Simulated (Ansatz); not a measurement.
Consider CaO in the rock salt structure (space group Fm-3m, No. 225).

```
CaO
1.0
    0.00000     2.39740     2.39740
    2.39740     0.00000     2.39740
    2.39740     2.39740     0.00000
O Ca
1 1
Direct
  0.00000   0.00000   0.00000
  0.50000   0.50000   0.50000
```

Cartesian axes are those of the cell as printed.

Level of theory: Ansatz (a program for electronic structure), r2SCAN, PAW, cutoff 500 eV, no spin-orbit coupling.

Strains are applied to the cell and any free atomic positions relax.

One change was made to it. Results:

```json
[
 {"quantity": "smallest direct gap", "base": "4.57 eV", "after": "4.52 eV"},
 {"quantity": "electron mass", "base": "1.4 mₑ along k, 0.44 mₑ across (at X)", "after": "1.4 mₑ along k, 0.41 mₑ across (at X)"},
 {"quantity": "pressure", "base": "0.00 GPa", "after": "9.89 GPa"}
]
```

### Question
What was done to the base?
A. isotropic strain −4.84 %
B. strain tensor (xx, yy, zz, yz, xz, xy) = (+0.45, −1.96, −0.76, +0.11, +0.10, +0.54) %
C. isotropic strain −2.38 %
D. isotropic strain −0.17 %

### Answer
C, isotropic strain −2.38 %. For comparison, the electron mass in the other runs: strain tensor (xx, yy, zz, yz, xz, xy) = (+0.45, −1.96, −0.76, +0.11, +0.10, +0.54) % gives 1.4 mₑ along k, 0.43 mₑ across (at X); isotropic strain −0.17 % gives 1.4 mₑ along k, 0.43 mₑ across (at X); isotropic strain −4.84 % gives 1.3 mₑ along k, 0.39 mₑ across (at X).

Masses are band curvatures over ±0.01 Å⁻¹ around the edge. Along k means along the line from Γ to the band edge. Whether these cells are dynamically stable was not tested.
